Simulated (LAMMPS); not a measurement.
MD of Al (fcc) at zero pressure, 2048 atoms, as a crystal; each row is its own run.

Level of theory: classical MD, pair style eam/alloy, file Al_zhou.eam.alloy (LAMMPS).

```
T (K)  enthalpy (eV/atom)
-----  ------------------
200               -3.5260
300               -3.4973
420               -3.4615
700               -3.3713
```

Task: Fit a straight line, y = a + b x, to these rows (x is the first column, y the second) and predict the run at x = 560.

Result: Least squares gives a = -3.5899 and b = 0.0003107. At x = 560 the fit predicts -3.4159 eV/atom. The run itself gave -3.4179 ± 0.0002 eV/atom, so the fit is 2 meV/atom high.

Caution (row 700): this crystal lies over the melting point of about 650 K that EAM-type Al_zhou.eam.alloy gives, so it is superheated.
